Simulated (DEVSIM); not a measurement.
## abrupt Si p-n junction

Device: abrupt Si p-n junction, at 300 K.

```csv
layer (left to right),material,thickness (μm),Nd (cm⁻³),Na (cm⁻³),τn (s),τp (s)
1,Si,0.520,-,1.5e15,2e-7,2e-7
2,Si,0.620,2.1e15,-,2e-7,2e-7
```

Left contact: ohmic. Right contact: ohmic. Voltage is applied to the left contact. Recombination: SRH at mid-gap, radiative. Mobility is μmin + (μ − μmin)/(1 + (N/Nref)^α).

This is a model device: material constants are rounded textbook-type values typed into the input, and sizes, dopings and lifetimes were drawn at random. Values at 300 K.

| parameter | Si |
|---|---|
| gap (eV) | 1.124 |
| affinity (eV) | 4.05 |
| permittivity | 11.7 |
| Nc (cm⁻³) | 2.86e19 |
| Nv (cm⁻³) | 3.1e19 |
| μn (cm²/Vs) | 1417 |
| μp (cm²/Vs) | 470 |
| μn,min | 52 |
| μp,min | 45 |
| Nref,n | 9.7e16 |
| Nref,p | 2.2e17 |
| αn | 0.68 |
| αp | 0.72 |
| B (cm³/s) | 4.7e-15 |

Model (solved in DEVSIM): 1D drift-diffusion, Boltzmann statistics, complete ionisation; no tunnelling, impact ionisation, image-force lowering or self-heating.

* **Potential step across the device at zero bias**: 0.621 V
* **Largest field in the device at zero bias**: 13000 V/cm
* **Dark forward voltage at 1 A/cm²**: 0.463 V
* **Dark forward voltage at 100 A/cm²**: 0.613 V

Dark forward current:

```json
[
 {"V (V)": "0.05", "J (A/cm²)": "3.5e-7"},
 {"V (V)": "0.10", "J (A/cm²)": "2.3e-6"},
 {"V (V)": "0.20", "J (A/cm²)": "8.1e-5"},
 {"V (V)": "0.25", "J (A/cm²)": "0.00049"},
 {"V (V)": "0.30", "J (A/cm²)": "0.0029"},
 {"V (V)": "0.40", "J (A/cm²)": "0.11"},
 {"V (V)": "0.45", "J (A/cm²)": "0.63"},
 {"V (V)": "0.50", "J (A/cm²)": "3.6"},
 {"V (V)": "0.55", "J (A/cm²)": "19"},
 {"V (V)": "0.65", "J (A/cm²)": "220"},
 {"V (V)": "0.70", "J (A/cm²)": "450"},
 {"V (V)": "0.75", "J (A/cm²)": "770"},
 {"V (V)": "0.85", "J (A/cm²)": "1600"},
 {"V (V)": "0.90", "J (A/cm²)": "2000"}
]
```
